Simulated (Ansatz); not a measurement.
## BaS in the rock salt structure (space group Fm-3m, No. 225)

Space group Fm-3m (No. 225); a = b = c = 6.429 Å, α = β = γ = 90.00°

| atom | site | symmetry | x | y | z |
|---|---|---|---|---|---|
| Ba | 4a | m-3m | 0.0000 | 0.0000 | 0.0000 |
| S | 4b | m-3m | 0.5000 | 0.5000 | 0.5000 |
(The calculation used a cell of 2 atoms; values per cell refer to that cell.)

The values are results of plane-wave PAW DFT at the PBE level (Ansatz, an electronic-structure program, 420 eV), scalar-relativistic without spin-orbit coupling, not measurements. k-mesh 9×9×9 (Γ-centred); smearing 0.05 eV (Fermi–Dirac).

| Property | Value |
|---|---|
| Volume per atom | 33.21 Å³ |
| Density | 4.23 g/cm³ |
| Band gap | 2.23 eV, indirect, Γ → X |
| Electron mass | 1.3 mₑ along k, 0.34 mₑ across |
| Hole mass (degenerate bands, along [100]) | 0.23, 2.7, 2.7 mₑ |
| Lowest conduction-band minima above the VBM | X along ⟨100⟩ 2.23 eV; Γ 3.59 eV |
| Total energy | -3427.932 eV/atom (σ→0; compares only within this code and set-up) |

Masses are band curvatures over ±0.01 Å⁻¹ around the edge. Along k means along the line from Γ to the band edge. Stability against distortions was not tested.
